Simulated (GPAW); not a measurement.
## Worked example: self-consistent single point of Nb3Sb (Pm-3n, 8 atoms in the cell) in GPAW

Method: LDA (Perdew-Wang 92), GPAW PAW datasets LDA (gpaw-data 1.0.1) (plane waves; GPAW).

This input was run:

```python
from ase import Atoms
from ase.units import GPa
from gpaw import GPAW

atoms = Atoms(['Nb', 'Nb', 'Nb', 'Nb', 'Nb', 'Nb', 'Sb', 'Sb'],
              cell=[[5.302470, 0.000000, 0.000000],
                    [0.000000, 5.302470, 0.000000],
                    [0.000000, 0.000000, 5.302470]],
              scaled_positions=[[0.250000, 0.000000, 0.500000],
                                [0.750000, 0.000000, 0.500000],
                                [0.500000, 0.750000, 0.000000],
                                [0.500000, 0.250000, 0.000000],
                                [0.000000, 0.500000, 0.750000],
                                [0.000000, 0.500000, 0.250000],
                                [0.000000, 0.000000, 0.000000],
                                [0.500000, 0.500000, 0.500000]],
              pbc=True)

calc = GPAW(mode={'name': 'pw', 'ecut': 600},
            xc='LDA',
            kpts=(5, 5, 5),
            occupations={'name': 'fermi-dirac', 'width': 0.1},
            nbands=-12,
            convergence={'forces': 0.001},
            symmetry={'symmorphic': False, 'tolerance': 0.0005},
            maxiter=120,
            txt='-')

atoms.calc = calc

energy = atoms.get_potential_energy()
print('Energy (eV):', round(energy, 6))
forces = atoms.get_forces()
print('Forces (eV/Ang):')
print(forces.round(5))
stress = atoms.get_stress()
print('Stress (GPa, Voigt):', (stress / GPa).round(4))
```

Output, abridged:

```
Input parameters:
  convergence: {forces: 0.001}
  kpts: [5 5 5]
  maxiter: 120
  mode: {ecut: 600,
         name: pw}
  nbands: -12
  occupations: {name: fermi-dirac,
                width: 0.1}
  symmetry: {symmorphic: False,
             tolerance: 0.0005}

species:
  Nb:
    name: Niobium
    Z: 41.0
    valence: 13
    core: 28
    charge: 0.0
    file: Nb.LDA.gz

    # Using partial waves for Nb as LCAO basis

  Sb:
    name: Antimony
    Z: 51.0
    valence: 15
    core: 36
    charge: 0.0
    file: Sb.LDA.gz

    # Using partial waves for Sb as LCAO basis

Reference energy: -975038.052963  # eV

Spin-paired calculation

Convergence criteria:
 Maximum [total energy] change in last 3 cyles: 0.0005 eV / valence electron
 Maximum integral of absolute [dens]ity change: 0.0001 electrons / valence electron
 Maximum integral of absolute [eigenst]ate change: 4e-08 eV^2 / valence electron
 Maximum change in the atomic [forces] across last 2 cycles: 0.001 eV/Ang OR
Maximum error relative to the maximum force is below inf
 Maximum number of scf [iter]ations: 120

Symmetries present (total): 48
Symmetries with fractional translations: 24
125 k-points: 5 x 5 x 5 Monkhorst-Pack grid
10 k-points in the irreducible part of the Brillouin zone
       k-points in crystal coordinates                weights
   0:     0.00000000    0.00000000    0.00000000          1/125
   1:     0.20000000    0.00000000    0.00000000          6/125
   2:     0.20000000    0.20000000    0.00000000         12/125
   [... 7 lines left out ...]

Wave functions: Plane wave expansion
  Cutoff energy: 600.000 eV
  Number of coefficients (min, max): 4945, 4987
  Pulay-stress correction: 0.000000 eV/Ang^3 (de/decut=0.000000)

Occupation numbers: Fermi-Dirac:
  width: 0.1000  # eV

Eigensolver

Densities:
  Coarse grid: 30*30*30 grid
  Fine grid: 60*60*60 grid
  Total Charge: 0.000000

Density mixing:
  Method: separate
  Backend: pulay
  Linear mixing parameter: 0.05
  old densities: 5
  Damping of long wavelength oscillations: 50

Hamiltonian:
  XC and Coulomb potentials evaluated on a 60*60*60 grid
  External potential:
    NoExternalPotential

Number of atoms: 8
Number of atomic orbitals: 96
Number of bands in calculation: 66
Number of valence electrons: 108
Bands to converge: occupied

Density initialized from atomic densities
  66 bands from LCAO basis set

Atomic positions and initial magnetic moments

Positions:
   0 Nb     1.325617    0.000000    2.651235    ( 0.0000,  0.0000,  0.0000)
   1 Nb     3.976852    0.000000    2.651235    ( 0.0000,  0.0000,  0.0000)
   2 Nb     2.651235    3.976852    0.000000    ( 0.0000,  0.0000,  0.0000)
   3 Nb     2.651235    1.325617    0.000000    ( 0.0000,  0.0000,  0.0000)
   4 Nb     0.000000    2.651235    3.976852    ( 0.0000,  0.0000,  0.0000)
   5 Nb     0.000000    2.651235    1.325617    ( 0.0000,  0.0000,  0.0000)
   6 Sb     0.000000    0.000000    0.000000    ( 0.0000,  0.0000,  0.0000)
   7 Sb     2.651235    2.651235    2.651235    ( 0.0000,  0.0000,  0.0000)

Unit cell:
           periodic     x           y           z      points  spacing
  1. axis:    yes    5.302470    0.000000    0.000000    30     0.1767
  2. axis:    yes    0.000000    5.302470    0.000000    30     0.1767
  3. axis:    yes    0.000000    0.000000    5.302470    30     0.1767

  Lengths:   5.302470   5.302470   5.302470
  Angles:   90.000000  90.000000  90.000000

Effective grid spacing dv^(1/3) = 0.1767

     iter     time        total  log10-change:
                         energy   eigst   dens  force
iter:   1 --:--:--   -84.718650
iter:   2 --:--:--   -84.512028   -0.46  -1.23
iter:   3 --:--:--   -81.648157   -0.46  -1.25
iter:   4 --:--:--   -82.294912   -1.11  -1.93
iter:   5 --:--:--   -82.705747   -1.69  -1.83
iter:   6 --:--:--   -81.976725   -0.33  -1.72
iter:   7 --:--:--   -81.390238   -1.87  -1.86
iter:   8 --:--:--   -81.408662   -2.69  -2.40
iter:   9 --:--:--   -81.385290c  -3.31  -2.32
iter:  10 --:--:--   -81.380878c  -3.83  -2.62
iter:  11 --:--:--   -81.376874c  -3.56  -2.73
iter:  12 --:--:--   -81.375418c  -3.12  -3.08
iter:  13 --:--:--   -81.374506c  -4.84  -3.24
iter:  14 --:--:--   -81.374611c  -4.57  -3.72
iter:  15 --:--:--   -81.374710c  -5.17  -3.82
iter:  16 --:--:--   -81.374754c  -5.87  -3.60
iter:  17 --:--:--   -81.374668c  -6.28  -3.55
iter:  18 --:--:--   -81.374552c  -5.38  -3.63
iter:  19 --:--:--   -81.374506c  -5.29  -3.84
iter:  20 --:--:--   -81.374514c  -6.94  -4.11c
iter:  21 --:--:--   -81.374501c  -6.23  -4.12c
iter:  22 --:--:--   -81.374505c  -5.94  -4.13c
iter:  23 --:--:--   -81.374510c  -6.27  -4.25c
iter:  24 --:--:--   -81.374506c  -7.02  -4.58c
iter:  25 --:--:--   -81.374501c  -7.30  -4.70c
iter:  26 --:--:--   -81.374500c  -8.45c -4.75c
iter:  27 --:--:--   -81.374499c  -8.99c -4.86c -16.65c

Converged after 27 iterations.

Dipole moment: (0.000000, -0.000000, 0.000000) |e|*Ang

Energy contributions relative to reference atoms: (reference = -975038.052963)

Kinetic:        -25.240118
Potential:       -0.438387
External:        +0.000000
XC:             -55.534055
Entropy (-ST):   -0.153602
Local:           -0.085138
SIC:             +0.000000
--------------------------
Free energy:    -81.451300
Extrapolated:   -81.374499

Showing only first 2 kpts
 Kpt  Band  Eigenvalues  Occupancy
  0    52     11.07035    1.85645
  0    53     11.07035    1.85645
  0    54     12.02460    0.00185
  0    55     13.45704    0.00000

  1    52     11.10095    1.80993
  1    53     11.10517    1.80256
  1    54     12.61361    0.00001
  1    55     12.88980    0.00000

Fermi level: 11.32632

No gap
No difference between direct/indirect transitions
Energy (eV): -81.374499

Forces in eV/Ang:
  0 Nb    0.00000    0.00000    0.00000
  1 Nb   -0.00000    0.00000    0.00000
  2 Nb    0.00000    0.00000    0.00000
  3 Nb    0.00000   -0.00000    0.00000
  4 Nb    0.00000    0.00000    0.00000
  5 Nb    0.00000    0.00000    0.00000
  6 Sb    0.00000    0.00000    0.00000
  7 Sb    0.00000    0.00000    0.00000

Stress tensor:
     0.067139     0.000000     0.000000
     0.000000     0.067139     0.000000
     0.000000     0.000000     0.067139
Stress (GPa, Voigt): [10.7569 10.7569 10.7569  0.      0.      0.    ]
```

The run converged in 27 iterations. GPAW prints stress with tension positive.

The starting cell comes from a database of computed structures (which also holds hypothetical and non-ambient phases and stackings), without a prior relaxation at this level. Its lattice was rescaled by a random factor within 2.5 % of one. Spin-orbit coupling is off. Spin polarisation is off. With a pressure of about -11 GPa the cell is away from its equilibrium volume at this level.

Cost on one core of a shared machine: roughly 3 min.
